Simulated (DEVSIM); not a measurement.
Structure: Schottky contact on p-type GaP, at 300 K.

Layer 1 from the left is GaP, thickness (μm) 1.10, Na (cm⁻³) 2e15, τn (s) 1.9e-7, τp (s) 1.9e-7.

Left contact: Schottky, work function 5.02 eV, emission velocity 2.6e6 cm/s. Right contact: ohmic. Voltage is applied to the left contact. Recombination: SRH at mid-gap, Auger. Mobility is constant in doping.

The device is made up for the run: typed textbook-type constants, with dimensions and the other settings drawn at random. Values at 300 K.

GaP: gap (eV) 2.26, affinity (eV) 3.8, permittivity 11.1, Nc (cm⁻³) 1.8e19, Nv (cm⁻³) 1.9e19, μn (cm²/Vs) 250, μp (cm²/Vs) 150, Cn (cm⁶/s) 1e-30, Cp (cm⁶/s) 1e-30.

Simulated with DEVSIM: 1D drift-diffusion, Boltzmann statistics, complete ionisation; no tunnelling, impact ionisation, image-force lowering or self-heating. Metal contacts follow the ideal Schottky-Mott rule: no Fermi-level pinning, no interface dipoles.

Dark forward current:

| |V| (V) | |J| (A/cm²) |
|---|---|
| 0.05 | 8.739e-11 |
| 0.10 | 6.804e-10 |
| 0.15 | 4.705e-9 |
| 0.20 | 3.197e-8 |
| 0.25 | 2.162e-7 |
| 0.30 | 1.457e-6 |
| 0.35 | 9.780e-6 |
| 0.40 | 6.531e-5 |
| 0.45 | 0.0004331 |
| 0.50 | 0.002843 |
| 0.55 | 0.01837 |
| 0.60 | 0.1150 |
| 0.65 | 0.6670 |
| 0.70 | 3.143 |
| 0.75 | 10.08 |
| 0.80 | 22.02 |
| 0.85 | 37.46 |
| 0.90 | 55.02 |
| 0.95 | 73.89 |
| 1.00 | 93.60 |
| 1.05 | 113.9 |
| 1.10 | 134.5 |
| 1.15 | 155.5 |
| 1.20 | 176.6 |
| 1.25 | 197.9 |
| 1.30 | 219.3 |

Work out the local ideality factor n = ΔV / (kT/q · ln(J2/J1)) between the rows 0.15 and 0.20 V, 1.25 and 1.30 V.

kT/q = 25.85 mV. From 0.15 to 0.20 V: ln(3.197e-8/4.705e-9) = 1.916, n = 1.01, near the 1 of diffusion or emission over a barrier. From 1.25 to 1.30 V: ln(219.3/197.9) = 0.103, n = 18.84; the layers' resistance at their doping, Σ W/(qμN) = 0.0023 Ω cm², would take 49 mV of this step of 50 mV.

Estimate the current at 0.35 V for emission alone, J0 = q v N_band exp(−φB/kT), and read the barrier back from the simulated current.

φB = 1.040 eV, N_band = 1.90e19 cm⁻³, J0 = 2.67e-11 A/cm²; J = J0 (exp(qV/kT) − 1) = 2.02e-5 A/cm². The simulation gives 9.78e-6 A/cm²; the estimate lies 110 % above. Read backwards, the simulated current gives an apparent barrier of 1.059 eV. The estimate leaves out transport through the depletion region and minority injection.
